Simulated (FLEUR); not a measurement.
Worked example: self-consistent single point of ZrSe (P-6m2, 2 atoms in the cell) in FLEUR.

Method: LDA (Perdew-Zunger), all-electron FLAPW (FLEUR), scalar-relativistic valence run with FLEUR.

```
CELL_PARAMETERS angstrom
      3.60943     0.00000     0.00000
     -1.80472     3.12586     0.00000
      0.00000     0.00000     3.66107
ATOMIC_POSITIONS crystal
  Zr 0.00000 0.00000 0.00000
  Se 0.33333 0.66667 0.50000
```

Reference input (self-consistent single point, DFT, PBEsol, all-electron FLAPW (FLEUR), scalar-relativistic valence): Kmax = 4.1 1/bohr; GmaxXC = 16.4 1/bohr; xcFunctional = PBEs; jspins = 1; l_soc = F; mode = hist; fermiSmearingEnergy = 0.00499791 Htr; mesh (inpgen div1-3) = 7 7 6; inpgen gamma flag = true; Gmax = 16.4 1/bohr; numbands = 0; maxIterBroyd = 25. This run's input differs from it in these lines:

```diff
@@ -14,3 +14,3 @@
 &comp jspins=1 /
-&exco xctyp='PBEs' /
+&exco xctyp='pz' /
 &kpt div1=7 div2=7 div3=6 gamma=t /
@@ -27,3 +27,3 @@
       <coreElectrons ctail="T" frcor="F" kcrel="0" coretail_lmax="0"/>
-      <xcFunctional name="PBEs" relativisticCorrections="F"/>
+      <xcFunctional name="pz" relativisticCorrections="F"/>
       <magnetism jspins="1"/>
```

The program printed (abridged):

```
 Iteration:     1   Distance:       4.45758962 me/bohr^3
 Iteration:     2   Distance:       4.16374337 me/bohr^3
 Iteration:     3   Distance:       1.61280480 me/bohr^3
 Iteration:     4   Distance:       0.43338287 me/bohr^3
 Iteration:     5   Distance:       0.33539142 me/bohr^3
   [... 5 lines left out ...]
 Iteration:    11   Distance:       0.00067319 me/bohr^3
 Iteration:    12   Distance:       0.00008296 me/bohr^3
 Iteration:    13   Distance:       0.00009820 me/bohr^3
 Iteration:    14   Distance:       0.00000462 me/bohr^3
 Run finished successfully
 Stop message:
   Structural relaxation: Done

[file out, last iteration]
             iter=     15
[...]
          total density-effective poten   -9.7233694844E+03
          total charge density-energy d   -1.9529397398E+02
 Updated energy parameters for spin:           1
[...]
 fermi energy and band-weighting factors:

[...]
FERMIE:
          first approx. to ef    (T=0)  :   0.436009 htr   (energy of the highest occ. eigenvalue)
          number of occ. states  (T=0)  :        449
          first approx. to seigv (T=0)  : -18.327657 htr
          sum of weights of occ. states :  14.003401
          sum of semicore charge        :   0.000000 e
FERHIS:  Fermi-Energy by histogram:
          bandgap                     :   0.000000 htr
   [... lines left out ...]
          charge neutrality (T=0)     :   0.006803    (zero if the highest occ. eigenvalue is "entirely" occupied)
     EF_NEWTON:  Adjust Fermi-Energy by Newton-Method.
 Direct bandgap for spin            1 :    2.1572386671881660E-002  Htr
 ---->    free energy=                     -6022.4700967506 htr
   [... lines left out ...]
      extrapolation for T->0
 ---->    total electron energy=           -6022.4697507384 htr
 ***** TOTAL FORCES ON ATOMS *****
 TOTAL FORCE FOR ATOM TYPE=  1  X=  0.000   Y=  0.000   Z=  0.000
                       FX_TOT= 0.000000 FY_TOT= 0.000000 FZ_TOT= 0.000000
 TOTAL FORCE FOR ATOM TYPE=  2  X=  3.410   Y= -1.969   Z=  3.459
                       FX_TOT= 0.000000 FY_TOT= 0.000000 FZ_TOT= 0.000000
 Structural relaxation: Done
```

The run converged in 14 iterations. FLEUR gives forces in its relaxation mode, with a further iteration, so its stop message speaks of a relaxation. 

The starting cell comes from a database of computed structures (which also holds hypothetical and non-ambient phases and stackings), without a prior relaxation at this level. Its lattice was rescaled by a random factor within 2.5 % of one. Values depend on the basis (sphere radii, cutoffs, local orbitals), which need not be converged. The log's line on a gap gives a spacing of levels on this mesh, which the program prints for metals too.

These are the values that this program gave, and no reference: the default basis lacks the next d shell.

Cost on one core of a shared machine: roughly 30 s.
